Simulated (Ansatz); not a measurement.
Phonon-limited resistivity of LiAuSn (P6_3/mmc) against temperature in μΩ·cm, PBEsol, DFPT electron-phonon coupling, linearised Boltzmann equation (Ansatz, an electronic-structure program), harmonic crystal at a fixed cell. x, y and z are the axes of this cell:
```
AuLiSn
1.0
    4.67895     0.00000     0.00000
   -2.33947     4.05209     0.00000
    0.00000     0.00000     5.99070
Li Sn Au
2 2 2
Direct
  0.00000   0.00000   0.00000
  0.00000   0.00000   0.50000
  0.66667   0.33333   0.25000
  0.33333   0.66667   0.75000
  0.33333   0.66667   0.25000
  0.66667   0.33333   0.75000
```

```tsv
T	ρ (x, y)	ρ (z)
50 K	2.4	1.55
77 K	4.3	___
100 K	5.9	___
150 K	9.5	6.0
200 K	13.0	8.2
250 K	16.4	10.4
273 K	18.0	11.4
300 K	19.8	12.5
350 K	23	14.6
```

### Question
Complete the blanks.

### Answer

- 77 K, ρ (z): 2.8
- 100 K, ρ (z): 3.8

A metal at this level (no band gap). Only scattering by harmonic phonons is included (no impurities, grain boundaries, electron-electron scattering or thermal expansion). Spin-orbit coupling is left out, which matters with elements this heavy. The squared frequency of the phonon mode least converged on the k mesh is uncertain by about 18 %. The run warned that the eigensolver left some states short of its tolerance. Halving the electron mesh (20x20x16) moves the resistivity by up to 5 %. Smearing 0.20 eV; phonons on a 4x4x3 q mesh, which this run doesn't test and which matters most at low temperature.

Formula and space group known from diffraction (Crystallography Open Database), not checked to be the room-temperature form: LiAuSn (P6_3/mmc).
